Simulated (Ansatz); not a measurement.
Input:

Host crystal: zinc-blende GaAs, with a band gap (PBE, scalar-relativistic without spin-orbit coupling).

End structure of NH3 on the 1x1 (110) surface of zinc-blende GaAs (cut with top plane As + Ga), one in a 2x1 cell, started at the site 'hollow As-As-Ga-Ga':

```
CELL_PARAMETERS angstrom
      8.12558     0.00000     0.00000
      0.00000     5.74565     0.00000
      0.00000     0.00000    27.50000
ATOMIC_POSITIONS crystal
  As 0.00000 0.76212 0.34384
  As 0.50000 0.76212 0.34384
  Ga 0.25000 0.55290 0.36878
  Ga 0.75000 0.55290 0.36878
  As 0.25000 0.22684 0.42632
  As 0.75000 0.22684 0.42632
  Ga 0.00000 0.97491 0.42348
  Ga 0.50000 0.97491 0.42348
  As 0.00069 0.73433 0.49998
  As 0.49930 0.73442 0.49999
  Ga 0.25006 0.47995 0.50029
  Ga 0.74995 0.48271 0.49968
  As 0.24986 0.22693 0.57446
  As 0.74992 0.22891 0.57238
  Ga 0.99792 0.97446 0.57624
  Ga 0.50186 0.97455 0.57628
  As 0.99727 0.75874 0.65550
  As 0.50255 0.75863 0.65556
  Ga 0.24997 0.55484 0.63208
  Ga 0.74998 0.51482 0.63913
  N  0.74999 0.26602 0.69764
  H  0.85079 0.15749 0.69489
  H  0.75138 0.34086 0.73140
  H  0.64821 0.15925 0.69525
```

Slab: 24 atoms, 8.6 Å thick at the start under the adsorbate (thin: gaps and levels are the slab's own); k 3x4x1, smearing 0.01 eV, dipole-corrected; single point; no symmetry held, on the structure that PBE left; no spin, no spin-orbit, no U, no dispersion correction. At the end it is bonded to Ga. In PBE it is, or lies within 0.03 eV of, the lowest of the starts that converged; the order may differ at this level.

A negative adsorption energy means that the adsorbate is more stable on the surface than in its reference.

Give the adsorption energy against NH3(g) at the same level at the level r2SCAN, at the PBE geometry (Ansatz, a program for electronic structure).

-1.16 eV

What is the computed change of the step from the bottom to the top vacuum level, against the clean slab (r2SCAN, at the PBE geometry)?

-1.40 eV
